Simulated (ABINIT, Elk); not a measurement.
An ABINIT input for a self-consistent single point of ZrNi₂P₂ (I4/mmm, 5 atoms in the cell) (DFT, LDA (PW92), plane waves, norm-conserving pseudopotentials (PseudoDojo nc-sr-04 LDA standard)):

```
# Zr(NiP)2, PseudoDojo nc-sr-04 LDA standard
pp_dirpath "./"
pseudos "Zr.upf, Ni.upf, P.upf"
acell 3*1.0
rprim
        -3.5684473199    3.5684473199    9.2208052415
         3.5684473199   -3.5684473199    9.2208052415
         3.5684473199    3.5684473199   -9.2208052415
natom 5
ntypat 3
znucl 40 28 15
typat 1 2 2 3 3
xcart
         0.0000000000    0.0000000000    0.0000000000
         1.8883410000    0.0000000000    2.4397200000
        -0.0000000000    1.8883410000    2.4397200000
        -0.0000000000    0.0000000000    6.0284505312
        -0.0000000000    0.0000000000    3.7304294688
      Angstrom
ecut 49 Ha
occopt 7
tsmear 0.00999582
nband 37
kptopt 1
ngkpt 8 8 8
nshiftk 1
shiftk 0 0 0
nstep 100
toldfe 1.0e-09
prtwf 0
prtden 0
enunit 2
```

Question: Write the same calculation as an input for Elk.

Answer: This is the input that was run; spellings and numerical settings could be chosen otherwise.

```
tasks
  0

xctype
  3

rgkmax
  7.0

stype
  0

swidth
  0.00999582

scale
  10.51146431

avec
   -0.3394814667    0.3394814667    0.8772141515
    0.3394814667   -0.3394814667    0.8772141515
    0.3394814667    0.3394814667   -0.8772141515

sppath
  './'

atoms
  3   : nspecies
  'Zr.in'   : spfname
  1   : natoms; atposl, bfcmt below
  0.0000000000  0.0000000000  0.0000000000    0.0 0.0 0.0
  'Ni.in'   : spfname
  2   : natoms; atposl, bfcmt below
  0.2500000000  0.7500000000  0.5000000000    0.0 0.0 0.0
  0.7500000000  0.2500000000  0.5000000000    0.0 0.0 0.0
  'P.in'   : spfname
  2   : natoms; atposl, bfcmt below
  0.6177400000  0.6177400000  0.0000000000    0.0 0.0 0.0
  0.3822600000  0.3822600000  0.0000000000    0.0 0.0 0.0

ngridk
  8 8 8
```

Basis settings and potentials, where a program has them, do not carry over. This input uses DFT, LDA (PW92), all-electron FP-LAPW, Elk's shipped species files, default APW+lo basis. LDA parametrisations can differ slightly between programs.

The starting cell comes from a database of computed structures (which also holds hypothetical and non-ambient phases and stackings), without a prior relaxation at this level. Its lattice was rescaled by a random factor within 2.5 % of one.
